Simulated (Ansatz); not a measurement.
**Response to strain in Sc**

The reference is Sc (space group P6_222, No. 180; a = 3.2041 Å, c = 8.0252 Å; a cell from a computed database, its experimental status unchecked; relaxed with 0.1 eV smearing). Axes: x lies along a and z along c of the hexagonal cell.

Strains are applied to the cell and any free atomic positions relax; under biaxial strain the out-of-plane vector relaxes too.

Calculations: Ansatz (a first-principles code), PBEsol, PAW, cutoff 420 eV, no spin-orbit coupling.

Notes on the quantities. pressure: mean of the normal stresses, compression positive.

```tsv
case	pressure	volume per atom	space group
base	0.0 GPa	23.78 Å³	P6_222 (No. 180)
biaxial strain −4.17 %, plane normal [001], relaxed out of plane	3.8 GPa	22.34 Å³	P6_222 (No. 180)
biaxial strain −1.25 %, plane normal [001], relaxed out of plane	1.0 GPa	23.36 Å³	P6_222 (No. 180)
uniaxial strain ε_xx = +1.25 %	-0.6 GPa	24.08 Å³	C222 (No. 21)
uniaxial strain ε_zz = +1.55 %	-0.8 GPa	24.15 Å³	P6_222 (No. 180)
```

Stability against distortions was not tested. The base started in P6_122 and relaxed to P6_222 at this level. All final runs are without spin polarisation. Sc has a high density of states at the Fermi level and may be magnetic at this level. This is not the structure that Sc has at room temperature and ambient pressure.
